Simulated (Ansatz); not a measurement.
WSe2, response to strain

Start from WSe$_{2}$ (space group P6_3/mmc, No. 194; layered, stacked along the Cartesian z axis).

```xyz
6
Lattice="3.2305 0.0000 0.0000 -1.6152 2.7977 0.0000 0.0000 0.0000 12.4111" Properties=species:S:1:pos:R:3 pbc="T T T"
W      1.6152     0.9326     9.3083
W      0.0000     1.8651     3.1028
Se     1.6152     0.9326     4.7838
Se     0.0000     1.8651    10.9894
Se     0.0000     1.8651     7.6273
Se     1.6152     0.9326     1.4217
```

Cartesian axes are those of the cell as printed.

Strains are applied to the cell and any free atomic positions relax.

All numbers come from PBEsol-D3(BJ)/PAW in Ansatz (a quantum-chemistry and plane-wave program), without spin-orbit coupling.

Notes on the quantities. energy relative to the base: free energy F.

| uniaxial strain ε_xx (%) | energy relative to the base (meV/atom) |
|---|---|
| 0 | 0.0 |
| 0.6 | ? |
| 1.2 | 1.8 |
| 1.8 | 4.1 |
| 2.4 | 7.1 |
| 3 | 10.9 |

**Question.** Fit ΔE = Aε² + Bε³ (ε in %) to the rows shown and predict the withheld row.

**Answer.** Least squares on the printed values gives A = 1.32 and B = -0.037 meV/atom (largest residual 0.0 meV/atom); this predicts 0.5 meV/atom, and the run gives 0.5 meV/atom, in agreement.

Whether these cells are dynamically stable was not tested.
